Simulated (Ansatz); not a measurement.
How a calculation on SnTe2 (Ibam, 6 atoms in the cell) responds to its settings

```yaml
crystal:
  lattice:
    - [-3.60197, 6.14849, 3.55898]
    - [3.60197, -6.14849, 3.55898]
    - [3.60197, 6.14849, -3.55898]
  atoms:
    - { symbol: Te, position: [0.88180, 0.79120, 0.67300] }
    - { symbol: Te, position: [0.38180, 0.70880, 0.09060] }
    - { symbol: Te, position: [0.61820, 0.29120, 0.90940] }
    - { symbol: Te, position: [0.11820, 0.20880, 0.32700] }
    - { symbol: Sn, position: [0.75000, 0.75000, 0.00000] }
    - { symbol: Sn, position: [0.25000, 0.25000, 0.00000] }
```

Base run A: PBE (Ansatz, a program for electronic structure), self-consistent single point.

Its settings: basis.ecutwfc = 420 eV; kpoints.mp_grid.grid = 4 4 4; hamiltonian.xc = pbe; hamiltonian.pseudopotentials = {kind: paw} (the program's default PAW files); scf.occupations.method = cold; scf.occupations.width = 0.1 eV.

The starting cell was generated: these elements placed on a structure prototype, without a prior relaxation; it need not be a known phase or ordering of this composition. Spin-orbit coupling is off. Ansatz's pressure includes its estimate of the finite-basis (Pulay) stress.

ΔF is the free energy per atom less that of run A. 

Run A gave: pressure (GPa) 1.35; largest force (eV/Å) 0.582; gap on the mesh (eV) 1.009; iterations 7.

Runs:
- B: scf.mixing.preconditioner: default (the program chose Resta) → none
- C: scf.mixing.preconditioner: default (the program chose Resta) → kerker
- D: scf.mixing.preconditioner: default (the program chose Resta) → kerker_dos
- E: scf.mixing.preconditioner: default (the program chose Resta) → resta; scf.mixing.eps_inf: default → 3
- F: scf.mixing.preconditioner: default (the program chose Resta) → ldos
- G: scf.mixing.preconditioner: default (the program chose Resta) → local_kerker
- H: scf.mixing.preconditioner: default (the program chose Resta) → kerker; scf.mixing.q_tf: default → 0.2
- I: scf.mixing.preconditioner: default (the program chose Resta) → kerker; scf.mixing.q_tf: default → 0.5
- J: scf.mixing.preconditioner: default (the program chose Resta) → kerker; scf.mixing.q_tf: default → 1.5

**Question.** Which runs reach the base run's state, and which is quickest in iterations?

**Answer.** Runs B, C, D, E, F, G, H, I, J ended on the same solution as A (within 1 meV/atom). The fewest iterations to that state were 7 (A, E, F, G, I); the most were 10.

```
run  ΔF (meV/atom)  pressure (GPa)  largest force (eV/Å)  gap on the mesh (eV)  iterations
---  -------------  --------------  --------------------  --------------------  ----------
A             0.00            1.35                 0.582                 1.009           7
B             0.00            1.35                 0.582                 1.009           8
C             0.00            1.35                 0.582                 1.009          10
D             0.00            1.35                 0.582                 1.009           8
E             0.00            1.35                 0.582                 1.009           7
F             0.00            1.35                 0.582                 1.009           7
G             0.00            1.35                 0.582                 1.009           7
H             0.00            1.35                 0.582                 1.009           8
I             0.00            1.35                 0.582                 1.009           7
J             0.00            1.35                 0.582                 1.009           8
```

Keys are those of Ansatz 0.2.
